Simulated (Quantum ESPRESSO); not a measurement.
Input and output of a self-consistent single point for TiAu (P1, 2 atoms in the cell) (Quantum ESPRESSO).

Method of the run: LDA (PZ), GBRV 1.5 ultrasoft (LDA) pseudopotentials (plane waves; Quantum ESPRESSO).

The change in words: lattice scaled by 0.98. Reference geometry:
```xyz
2
Lattice="3.2789 0.0000 0.0000 0.0000 3.2789 0.0000 0.0000 0.0000 3.2789" Properties=species:S:1:pos:R:3 pbc="T T T"
Ti     1.6742     1.6543     1.6772
Au    -0.0347    -0.0149    -0.0377
```
Moments meant for the start (each program seeds them in its own way; μB, in the order of the atoms Ti Au): 1.0 0.0.

Reference input (self-consistent single point, DFT, LDA (PZ), plane waves, GBRV 1.5 ultrasoft (LDA) pseudopotentials): ecutwfc = 50 Ry; ecutrho = 400 Ry; occupations = smearing; smearing = fd; degauss = 0.0073499 Ry; nspin = 2; potentials = {Ti: ti_lda_v1.4.uspp.F.UPF, Au: au_lda_v1.uspp.F.UPF}; K_POINTS = automatic 6 6 6 0 0 0; conv_thr = 1e-10 Ry; mixing_beta = 0.4. This run's input differs from it in these lines:

```diff
@@ -27,5 +27,5 @@
 CELL_PARAMETERS angstrom
-   3.278940000     0.000000000     0.000000000
-   0.000000000     3.278940000     0.000000000
-   0.000000000     0.000000000     3.278940000
+   3.213361000     0.000000000     0.000000000
+   0.000000000     3.213361000     0.000000000
+   0.000000000     0.000000000     3.213361000
 ATOMIC_POSITIONS crystal
```

Log, with long lists cut:

```
     Self-consistent Calculation

     iteration #  1     ecut=    50.00 Ry     beta= 0.40

     negative rho (up, down):  0.000E+00 1.129E-04

     total energy              =    -231.97179273 Ry
     estimated scf accuracy    <       4.61605914 Ry

     total magnetization       =     0.89 Bohr mag/cell
     absolute magnetization    =     0.89 Bohr mag/cell

     iteration #  2     ecut=    50.00 Ry     beta= 0.40

     negative rho (up, down):  5.613E-05 3.104E-04

     total energy              =    -234.09859254 Ry
     estimated scf accuracy    <       3.95081746 Ry

     total magnetization       =     0.15 Bohr mag/cell
   [... lines left out ...]

     iteration # 16     ecut=    50.00 Ry     beta= 0.40

     negative rho (up, down):  1.379E-04 1.379E-04

     total energy              =    -234.21132305 Ry
     estimated scf accuracy    <          4.6E-10 Ry

     total magnetization       =    -0.00 Bohr mag/cell
     absolute magnetization    =     0.00 Bohr mag/cell

     iteration # 17     ecut=    50.00 Ry     beta= 0.40

     negative rho (up, down):  1.379E-04 1.379E-04

     Magnetic moment per site  (integrated on atomic sphere of radius R)
     atom   1 (R=0.345)  charge= 10.1058  magn= -0.0000
     atom   2 (R=0.345)  charge=  8.8978  magn=  0.0000
     End of self-consistent calculation

     Number of k-points >= 100: set verbosity='high' to print the bands.

     the Fermi energy is    15.2125 ev

!    total energy              =    -234.21132305 Ry
     estimated scf accuracy    <          4.8E-11 Ry
     smearing contrib. (-TS)   =      -0.00743664 Ry
     internal energy E=F+TS    =    -234.20388642 Ry

     total magnetization       =    -0.00 Bohr mag/cell
     absolute magnetization    =     0.00 Bohr mag/cell

     convergence has been achieved in  17 iterations

     negative rho (up, down):  1.379E-04 1.379E-04

     Forces acting on atoms (cartesian axes, Ry/au):

     atom    1 type  1   force =    -0.00782951   -0.00339121   -0.00848998
     atom    2 type  2   force =     0.00782951    0.00339121    0.00848998

     Total force =     0.017022     Total SCF correction =     0.000005

     negative rho (up, down):  1.379E-04 1.379E-04
          total   stress  (Ry/bohr**3)                   (kbar)     P=      -32.37
  -0.00022109   0.00000839   0.00002075          -32.52        1.23        3.05
   0.00000839  -0.00021723   0.00000908            1.23      -31.96        1.34
   0.00002075   0.00000908  -0.00022189            3.05        1.34      -32.64

   JOB DONE.
```

The run converged in 17 iterations. Against the reference run the free energy falls by 48.5 meV/atom, the pressure goes from -11.37 to -3.24 GPa and the largest force goes from 0.193 to 0.309 eV/Å.

The starting cell comes from a database of computed structures (which also holds hypothetical and non-ambient phases and stackings), without a prior relaxation at this level. Its atoms were displaced at random from the sites of space group no. 221. For this run, on top of that: lattice scaled by 0.98. The starting moments vanished: the run ended non-magnetic. With a pressure of about -3 GPa the cell is away from its equilibrium volume at this level.

Cost on one core of a shared machine: roughly 4 min.
